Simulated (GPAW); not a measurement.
GPAW run on Ti6O (P-31m, 7 atoms in the cell): self-consistent single point.

Method of the run: PBEsol, GPAW PAW datasets PBEsol (made by gpaw-setup) (plane waves; GPAW).

The change in words: lattice scaled by 0.98. Reference geometry:
```
CELL_PARAMETERS angstrom
      5.10479     0.00000     0.00000
     -2.55240     4.42088     0.00000
      0.00000     0.00000     4.73055
ATOMIC_POSITIONS crystal
  Ti 0.66886 0.66886 0.26073
  Ti 0.33114 0.33114 0.73927
  Ti 0.33114 0.00000 0.26073
  Ti 0.66886 0.00000 0.73927
  Ti 0.00000 0.33114 0.26073
  Ti 0.00000 0.66886 0.73927
  O  0.00000 0.00000 0.00000
```

Reference input (self-consistent single point, DFT PBEsol, plane waves, GPAW PAW datasets PBEsol (made by gpaw-setup)): mode = pw; ecut = 950 eV; xc = PBEsol; kpts = 5 5 5; mesh shift (steps) = 0 0 0; occupations.name = methfessel-paxton; occupations.width = 0.05 eV; occupations.order = 0; nbands = -13; convergence.density = 1e-05 e/electron; symmetry.symmorphic = false; symmetry.tolerance = 0.0005. This run's input differs from it in these lines:

```diff
@@ -5,5 +5,5 @@
 atoms = Atoms(['Ti', 'Ti', 'Ti', 'Ti', 'Ti', 'Ti', 'O'],
-              cell=[[5.104790, 0.000000, 0.000000],
-                    [-2.552395, 4.420878, 0.000000],
-                    [0.000000, 0.000000, 4.730550]],
+              cell=[[5.002694, 0.000000, 0.000000],
+                    [-2.501347, 4.332460, 0.000000],
+                    [0.000000, 0.000000, 4.635939]],
               scaled_positions=[[0.668860, 0.668860, 0.260730],
```

Output, abridged:

```
     iter     time        total  log10-change:
                         energy   eigst   dens
iter:   1 --:--:--   -56.717048
iter:   2 --:--:--   -56.265722   -0.91  -1.31
iter:   3 --:--:--   -54.588012   -0.36  -1.34
iter:   4 --:--:--   -54.655731   -1.52  -1.62
iter:   5 --:--:--   -54.784308   -1.15  -1.65
iter:   6 --:--:--   -54.944192   -0.56  -1.93
iter:   7 --:--:--   -54.745666   -1.60  -1.97
iter:   8 --:--:--   -54.626653   -1.89  -2.18
iter:   9 --:--:--   -54.616896   -2.12  -2.46
iter:  10 --:--:--   -54.610496c  -2.19  -2.55
iter:  11 --:--:--   -54.610980c  -2.97  -3.15
iter:  12 --:--:--   -54.611926c  -3.14  -3.20
iter:  13 --:--:--   -54.610752c  -4.38  -2.96
iter:  14 --:--:--   -54.610376c  -3.91  -3.15
   [... 10 lines left out ...]
iter:  25 --:--:--   -54.610277c  -6.34  -4.20
iter:  26 --:--:--   -54.610280c  -6.48  -4.26
iter:  27 --:--:--   -54.610272c  -6.11  -4.32
iter:  28 --:--:--   -54.610276c  -7.20  -4.70
iter:  29 --:--:--   -54.610276c  -7.70c -4.50
iter:  30 --:--:--   -54.610271c  -6.31  -4.51
iter:  31 --:--:--   -54.610274c  -6.79  -4.72
iter:  32 --:--:--   -54.610272c  -7.44c -4.74
iter:  33 --:--:--   -54.610272c  -7.45c -4.96
iter:  34 --:--:--   -54.610272c  -8.24c -5.18c
Converged after 34 iterations.

Dipole moment: (-0.000000, -0.000000, 0.000000) |e|*Ang

Energy contributions relative to reference atoms: (reference = -141220.452823)

Kinetic:        +63.762804
Potential:      -60.501399
External:        +0.000000
XC:             -58.184636
Entropy (-ST):   -0.005218
Local:           +0.315568
SIC:             +0.000000
--------------------------
Free energy:    -54.612881
Extrapolated:   -54.610272

Showing only first 2 kpts
 Kpt  Band  Eigenvalues  Occupancy
  0    37      9.48063    0.31196
  0    38      9.63753    0.00000
  0    39      9.63753    0.00000
  0    40     10.15080    0.00000

  1    37      9.25585    2.00000
  1    38      9.50684    0.07969
  1    39      9.50684    0.07968
  1    40      9.98849    0.00000

Fermi level: 9.44488

No gap
   [... lines left out ...]
  1 Ti    0.10941    0.18951    0.01628
  2 Ti    0.21882    0.00000   -0.01628
  3 Ti   -0.21882    0.00000    0.01628
  4 Ti   -0.10941    0.18951   -0.01628
  5 Ti    0.10941   -0.18951    0.01628
  6 O    -0.00000    0.00000    0.00000

Stress tensor:
    -0.036075     0.000000     0.000000
     0.000000    -0.036075     0.000000
     0.000000     0.000000    -0.036039
Stress (GPa, Voigt): [-5.7799 -5.7799 -5.774   0.      0.      0.    ]
```

The run converged in 34 iterations. GPAW prints stress with tension positive. Against the reference run the free energy goes up by 5.6 meV/atom and the largest force goes from 0.059 to 0.219 eV/Å.

At such cutoffs GPAW's stress carries a finite-basis (Pulay) error, which enters relaxed cells too; its log prints stress with tension positive.

The starting cell comes from a database of computed structures (which also holds hypothetical and non-ambient phases and stackings), without a prior relaxation at this level. For this run, on top of that: lattice scaled by 0.98. Spin polarisation is off, so a magnetic state, if there is one, cannot be reached.

Cost on one core of a shared machine: roughly 3 min.
